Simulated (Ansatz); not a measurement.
For L1₀ (CuAu-type) CuAu, revPBE (Ansatz, an electronic-structure program, plane waves, PAW) gives:

```
Item                                     Value
------------------------------  --------------
equilibrium lattice constant a         2.883 Å
lattice parameter c                    3.692 Å
bulk modulus B0                        127 GPa
cohesive energy                   2.89 eV/atom
enthalpy of formation           -0.053 eV/atom
```

Task: What does r²SCAN (Ansatz, PAW) give for the same quantities?

Result: 
- lattice constant a: 2.847 Å (drops by 1.2 %)
- lattice parameter c: 3.586 Å (decreases by 2.9 %)
- bulk modulus: 157 GPa (increases by 24 %)
- cohesive energy: 3.71 eV/atom (grows by 0.82 eV/atom)
- formation enthalpy: -0.054 eV/atom (moves by -0.001 eV/atom)

For comparison: lattice constant a 2.8 Å (measured, temperature not stated, no zero-point or thermal correction; as tabulated in Nepal et al. (2019), arXiv:1905.09348); lattice parameter c 3.67 Å (measured, temperature not stated, not corrected to a static lattice; as tabulated in Mehl et al. (2016), arXiv:1607.02532); formation enthalpy -0.093 eV/atom (measured, 320 K, not corrected to a static lattice; as tabulated in Nepal et al. (2019), arXiv:1905.09348).

Changes are worked out from the printed values.

Unless a cell is named, each level is at its own relaxed cell (revPBE 15.34, r²SCAN 14.53 Å³/atom).

Levels without +SOC leave out spin–orbit coupling, which shifts energies and cells of such heavy elements.

Ansatz's density-functional and Hartree–Fock values are scalar-relativistic unless marked +SOC, with PAW data made under PBE.
